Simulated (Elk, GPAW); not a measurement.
A GPAW input for a self-consistent single point of Ga2CoS4 (I-4, 7 atoms in the cell) (DFT LDA (Perdew-Wang 92), plane waves, GPAW PAW datasets LDA (gpaw-data 1.0.1)):

```python
from ase import Atoms
from ase.units import GPa
from gpaw import GPAW

atoms = Atoms(['Ga', 'Ga', 'Co', 'S', 'S', 'S', 'S'],
              cell=[[-2.691771, 2.691771, 5.347799],
                    [2.691771, -2.691771, 5.347799],
                    [2.691771, 2.691771, -5.347799]],
              positions=[[0.000000, 0.000000, 5.347799],
                         [2.691771, 0.000000, 2.673900],
                         [0.000000, 0.000000, 0.000000],
                         [4.027428, 1.294365, -1.355881],
                         [1.294365, 1.356114, 1.355881],
                         [-1.335657, 1.397406, 3.991918],
                         [1.397406, 1.335657, 6.703680]],
              pbc=True)

atoms.set_initial_magnetic_moments([0.0, 0.0, 3.0, 0.0, 0.0, 0.0, 0.0])

calc = GPAW(spinpol=True,
            mode={'name': 'pw', 'ecut': 800},
            xc='LDA',
            kpts=(3, 3, 3),
            occupations={'name': 'fermi-dirac', 'width': 0.05},
            nbands=-4,
            convergence={'density': 1e-05, 'energy': 1e-05, 'bands': -2},
            symmetry={'symmorphic': False, 'tolerance': 0.0005},
            maxiter=120)

atoms.calc = calc

energy = atoms.get_potential_energy()
print('Energy (eV):', round(energy, 6))
forces = atoms.get_forces()
print('Forces (eV/Ang):')
print(forces.round(5))
stress = atoms.get_stress()
print('Stress (GPa, Voigt):', (stress / GPa).round(4))
```

**Question.** Give the Elk input for the same structure, mesh, smearing and functional.

**Answer.** One input that does it (others would too):

```
tasks
  0

spinpol
  .true.

reducebf
  0.5

rgkmax
  7.5

gmaxvr
  14.0

nxlo
  2

lorbcnd
  .true.

rmtscf
  0.89

lmaxi
  3

nempty
  12

swidth
  0.00183747

maxscl
  100

scale
  12.40475538

avec
   -0.4100612889    0.4100612889    0.8146775305
    0.4100612889   -0.4100612889    0.8146775305
    0.4100612889    0.4100612889   -0.8146775305

atoms
  3
  'Ga.in'
  2
  0.5000000000  0.5000000000  0.0000000000    0.0 0.0 0.0
  0.2500000000  0.7500000000  0.5000000000    0.0 0.0 0.0
  'Co.in'
  1
  0.0000000000  0.0000000000  0.0000000000    0.0 0.0 -1.5
  'S.in'
  4
  0.1136600000  0.6213300000  0.9885300000    0.0 0.0 0.0
  0.3786700000  0.3672000000  0.4923300000    0.0 0.0 0.0
  0.6328000000  0.1251300000  0.0114700000    0.0 0.0 0.0
  0.8748700000  0.8863400000  0.5076700000    0.0 0.0 0.0

ngridk
  3 3 3
```

Basis settings and potentials, where a program has them, do not carry over. This input uses DFT, LDA (PW92), all-electron FP-LAPW, Elk's shipped species files, APW+lo basis with extra local orbitals. LDA parametrisations can differ slightly between programs.

The starting cell comes from a database of computed structures (which also holds hypothetical and non-ambient phases and stackings), without a prior relaxation at this level. Its lattice was rescaled by a random factor within 2.5 % of one.
